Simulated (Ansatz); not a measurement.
Ansatz (an electronic-structure program) run on the (110) slab of CoAl (cut from a parent of space group no. 221; 10 atoms in the cell): self-consistent single point.

Level of theory: PBEsol, PAW files made with PBE (plane waves; Ansatz).

```
CELL_PARAMETERS angstrom
      2.85142     0.00000     0.00000
      0.00000     4.03252     0.00000
      0.00000     0.00000    22.06500
ATOMIC_POSITIONS crystal
  Al 0.50000 0.25000 0.31724
  Co 0.00000 0.75000 0.31724
  Al 0.50000 0.75000 0.40862
  Co 0.00000 0.25000 0.40862
  Al 0.50000 0.25000 0.50000
  Co 0.00000 0.75000 0.50000
  Al 0.50000 0.75000 0.59137
  Co 0.00000 0.25000 0.59137
  Al 0.50000 0.25000 0.68276
  Co 0.00000 0.75000 0.68276
```

Reference input (self-consistent single point, DFT, PBEsol, plane waves, PAW files made with PBE): basis.ecutwfc = 420 eV; kpoints.mp_grid.grid = 9 7 1; hamiltonian.xc = pbesol; hamiltonian.pseudopotentials = {kind: paw} (the program's default PAW files); scf.occupations.method = gaussian; scf.occupations.width = 0.1 eV. This run's input differs from it in these lines:

Ansatz 0.2 input:
```diff
@@ -18,3 +18,3 @@
 basis:
-  ecutwfc: 420.0 eV
+  ecutwfc: 295.0 eV
 kpoints:
```

Output, abridged:

```
SCF iter   1: F=—  HF=-28093.962252 eV  |F-HF|=—  |Δ(HF+E_count)|=         —  Δρ=1.00e-1  dr2=5.28e1  ethr=3.10e-3  ⟨swp⟩=9.6  Hψ=5710  notcnv=0  defer=6
all-band conjugate gradients solve this SCF's bands
preconditioner: auto → LDOS
SCF iter   2: F=—  HF=-28091.514922 eV  |F-HF|=—  |Δ(HF+E_count)|=    2.45e0  Δρ=1.07e-1  dr2=3.21e1  ethr=3.10e-3  ⟨swp⟩=5.2  Hψ=2922  notcnv=0  defer=69
   [... lines left out ...]
SCF iter  10: F=—  HF=-28088.747752 eV  |F-HF|=—  |Δ(HF+E_count)|=   1.07e-3  Δρ=5.79e-5  dr2=5.43e-6  ethr=6.17e-8  ⟨swp⟩=2.4  Hψ=1804  notcnv=0  defer=63
SCF iter  11: F=—  HF=-28088.747762 eV  |F-HF|=—  |Δ(HF+E_count)|=   1.02e-5  Δρ=1.67e-5  dr2=6.10e-7  ethr=5.43e-9  ⟨swp⟩=2.0  Hψ=1649  notcnv=0  defer=63
SCF iter  12: F=—  HF=-28088.747762 eV  |F-HF|=—  |Δ(HF+E_count)|=   3.45e-7  Δρ=5.61e-6  dr2=1.23e-7  ethr=1.00e-10  ⟨swp⟩=19.1  Hψ=6749  notcnv=0
SCF iter  13: F=-28088.747762 eV  HF=-28088.747762 eV  |F-HF|=1.07e-7  |Δ(HF+E_count)|=   2.93e-8  Δρ=2.92e-6  dr2=2.11e-8  ethr=1.00e-10  ⟨swp⟩=6.8  Hψ=4177  notcnv=0
SCF 1 converged in 13 iterations: F = -28088.747762 eV  dr2 = 2.11e-8
Free energy (F): -28088.747762 eV
Internal energy: -28088.711093 eV  (E = F + TS)
E sigma→0 (E₀):  -28088.729428 eV
Entropy (-TS):   -0.036669 eV (-3.667 meV/atom)
Fermi energy:    3.800406 eV
--- Forces (eV/Å), atoms counted from 1 ---
  atom   1  Al     0.00000000    -0.00000000    -0.45110428
  atom   2  Co     0.00000000     0.00000000     0.87079695
  atom   3  Al     0.00000000    -0.00000000    -0.36313480
  atom   4  Co     0.00000000     0.00000000     0.34162123
  atom   5  Al     0.00000000     0.00000000     0.00000000
  atom   6  Co     0.00000000     0.00000000     0.00000000
  atom   7  Al     0.00000000     0.00000000     0.36313480
  atom   8  Co     0.00000000    -0.00000000    -0.34162123
  atom   9  Al     0.00000000     0.00000000     0.45110428
  atom  10  Co     0.00000000    -0.00000000    -0.87079695
--- Stress (GPa, compression-positive) ---
       -5.236974       0.000000      -0.000000
        0.000000      -4.086132      -0.000000
       -0.000000      -0.000000      -2.055427
  P = ⅓ Tr σ = -3.7928 GPa (-37.928 kbar)
  The stress holds the Pulay correction. Without it, at fixed plane waves, as pw.x and ABINIT print it: P = -12.2478 GPa
```

The run converged in 13 iterations. Against the reference run the free energy rises by 146 meV/atom and the largest force hardly changes (0.880 to 0.871 eV/Å).

The starting cell has typed, rounded lattice constants, without a prior relaxation at this level. The slab is cut from that crystal, and its faces are unrelaxed. Its lattice was rescaled by up to half a per cent. Spin polarisation is off. The cutoff lies below the one recommended for these files.
